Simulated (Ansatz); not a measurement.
YGe2 (model structure, started from the C54 type, Fddd, No. 70, 6 atoms in the cell): properties by level of theory

| level (code) | equilibrium volume per atom (Å³/atom) | formation enthalpy (eV/atom) |
|---|---|---|
| PBE (Ansatz) | 21.55 | -0.466 |
| PBEsol (Ansatz) | 20.54 | -0.534 |
| PBE-D3(BJ) (Ansatz) | 20.66 | -0.542 |

Ansatz's density-functional and Hartree–Fock values are scalar-relativistic unless marked +SOC, with PAW data made under PBE.

A model structure was made by putting elements into a prototype or built by hand; it is no filed structure, need not be a known phase, and can be a saddle point held by its symmetry.

Ansatz is a program for electronic structure.
